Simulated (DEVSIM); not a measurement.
**abrupt GaAs p-n junction**

System: abrupt GaAs p-n junction, at 300 K.

```csv
layer (left to right),material,thickness (μm),Nd (cm⁻³),Na (cm⁻³),τn (s),τp (s)
1,GaAs,2.70,-,2.9e16,6.3e-10,6.3e-10
2,GaAs,140,4.5e16,-,6.3e-10,1.9e-11
```

Left contact: ohmic. Right contact: ohmic. Voltage is applied to the left contact. Recombination: SRH at mid-gap, radiative, Auger. Mobility is μmin + (μ − μmin)/(1 + (N/Nref)^α).

This is a model device: material constants are rounded textbook-type values typed into the input, and sizes, dopings and lifetimes were drawn at random. Values at 300 K.

| parameter | GaAs |
|---|---|
| gap (eV) | 1.424 |
| affinity (eV) | 4.07 |
| permittivity | 12.9 |
| Nc (cm⁻³) | 4.7e17 |
| Nv (cm⁻³) | 9e18 |
| μn (cm²/Vs) | 8500 |
| μp (cm²/Vs) | 400 |
| μn,min | 500 |
| μp,min | 20 |
| Nref,n | 6e16 |
| Nref,p | 1.5e17 |
| αn | 0.39 |
| αp | 0.38 |
| B (cm³/s) | 2e-10 |
| Cn (cm⁶/s) | 1e-30 |
| Cp (cm⁶/s) | 1e-30 |

Model (solved in DEVSIM): 1D drift-diffusion, Boltzmann statistics, complete ionisation; no tunnelling, impact ionisation, image-force lowering or self-heating.

Potential step across the device at zero bias: 1.215 V
Largest field in the device at zero bias: 76000 V/cm
Dark forward voltage at 1 A/cm²: 0.964 V
Dark forward voltage at 100 A/cm²: 1.153 V

Small-signal capacitance in reverse bias (quasi-static):

```json
[
 {"V (V)": "-0.04", "C (nF/cm²)": "36.6"},
 {"V (V)": "-0.1", "C (nF/cm²)": "35.7"},
 {"V (V)": "-0.2", "C (nF/cm²)": "34.4"},
 {"V (V)": "-0.3", "C (nF/cm²)": "33.2"},
 {"V (V)": "-0.4", "C (nF/cm²)": "32.1"},
 {"V (V)": "-0.6", "C (nF/cm²)": "30.2"},
 {"V (V)": "-0.8", "C (nF/cm²)": "28.7"},
 {"V (V)": "-1", "C (nF/cm²)": "27.3"},
 {"V (V)": "-1.3", "C (nF/cm²)": "25.6"},
 {"V (V)": "-1.6", "C (nF/cm²)": "24.2"},
 {"V (V)": "-2", "C (nF/cm²)": "22.6"}
]
```

Dark reverse current:

```csv
V (V),J (A/cm²)
-0.04,-3.1e-10
-0.10,-6.6e-10
-0.20,-1.2e-9
-0.30,-1.7e-9
-0.40,-2.2e-9
-0.60,-3.1e-9
-0.80,-3.9e-9
-1.00,-4.7e-9
-1.30,-5.8e-9
-1.60,-6.8e-9
-2.00,-8.1e-9
```
